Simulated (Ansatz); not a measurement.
The reference is PbSe in the rock salt structure (space group Fm-3m, No. 225; a = 6.178 Å). Axes: x, y, z lie along the cube axes.

The values are results of plane-wave PAW DFT at the r2SCAN level (Ansatz, a quantum-chemistry and plane-wave program, 500 eV), no SOC, not measurements.

Before the change:

```
Item                   Value
-------------------  -------
Smallest direct gap  0.66 eV
Band gap             0.66 eV
```

Now apply this change: strain tensor (xx, yy, zz, yz, xz, xy) = (+0.24, −0.83, +0.23, +0.14, +0.49, −0.50) %, atoms relaxed at fixed cell.

Problem. What does the calculation give for the smallest direct gap, band gap, energy relative to the base and stress after the change?

Solution. The smallest direct gap falls by 0.02 eV, from 0.66 eV to 0.64 eV; the band gap drops by 0.109 eV (0.66 eV → 0.56 eV); the energy increases by 1.2 meV/atom; the stress (xx, yy, zz, yz, xz, xy; compression positive) comes out as (-0.22, 1.05, -0.22, -0.05, -0.17, 0.18) GPa.

Spin-orbit coupling, missing from the scalar runs, can matter with Pb. No phonon test of stability was made.
